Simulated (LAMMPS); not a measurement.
MD of Ni (fcc) at zero pressure, 4000 atoms, as a crystal; each row is its own run.

Model: classical MD, pair style eam, the elements' _smf7.eam files (smf7), run in LAMMPS.

```csv
T (K),enthalpy (eV/atom)
200,-4.3978
300,-4.3714
780,-4.2415
1040,-4.1683
1300,-4.0923
1810,-3.9309
2070,-3.8363
```

Task: Fit a straight line, y = a + b x, to these rows (x is the first column, y the second) and predict the run at x = 1560.

Result: Least squares gives a = -4.4668 and b = 0.0002972. At x = 1560 the fit predicts -4.0031 eV/atom. The run itself gave -4.0126 ± 0.0003 eV/atom, so the fit is 9.5 meV/atom high.

Caution (row 2070): this crystal lies over the melting point of about 1810 K that EAM-type smf7 gives, so it is superheated.
